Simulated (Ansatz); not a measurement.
System: hcp Tb. Method: PBE-D3(BJ) in Ansatz (plane waves, PAW).

Run with plane-wave cutoff 520 eV, 18×18×10 k mesh (along the axes of the cell as run), Fermi–Dirac smearing 0.05 eV, spin-polarised with parallel moments, scalar-relativistic PAW data made under PBE.

Computed at the level's own relaxed cell.

Question: Estimate the magnetic moment per atom (the cell's total over its atoms), pressure derivative B′ of the bulk modulus, bulk modulus B0 and lattice parameter a that the calculation returns.

Answer: 
- magnetic moment per atom (the cell's total over its atoms) = 5.98 μB
- pressure derivative B′ of the bulk modulus = 3.8
- bulk modulus B0 = 28.7 GPa
- lattice parameter a = 3.508 Å

The run finds no gap.

Measured, for comparison: bulk modulus 38.7 GPa (room temperature, not corrected to a static lattice; as tabulated in Wikipedia's data pages); lattice constant a 3.606 Å (293 K, not corrected to a static lattice, our sources range from 3.600 to 3.606; as tabulated in Wikipedia's data pages). Computed (rounded) less measured: bulk modulus -26 %, lattice constant a -2.7 % (-2.6 % to -2.7 % over the range).

Note: the 4f shell is treated without U or exact exchange, so its levels and filling can be wrong; the collinear magnetic order is the start's and need not be the measured one; the bulk modulus comes from volumes at which shape and atoms were relaxed.

Moments are spin moments.

Spin–orbit coupling is not included.

The computed numbers hold no vibrational or temperature effects.

It cost about 27 core-minutes (a rough figure) of CPU time.

Ansatz is a program for electronic structure.
